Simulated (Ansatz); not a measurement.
**The (010) surface of beta Ga2O3 in its 1x1 cell (cut with top plane 4 Ga + 6 O, bottom plane 4 Ga + 6 O), outermost plane spacing 1.54 Å in the ideal cut**

Method: PBE (plane waves to 420 eV, PAW; Ansatz, an electronic-structure program).

Set-up: 80 atoms, Ga32O48, 10.8 Å thick at the start; mesh 5x2x1; 0.025 eV smearing; dipole correction on; all atoms relaxed; held to the start's symmetry, so lower structures may exist; no spin, no spin-orbit, no U.

The gap of the slab on its k-mesh is 1.14 eV and the highest filled level below the top vacuum level is 6.11 eV. The energy released by relaxation is 6.37 eV and the cost is very roughly 80 core-minutes.
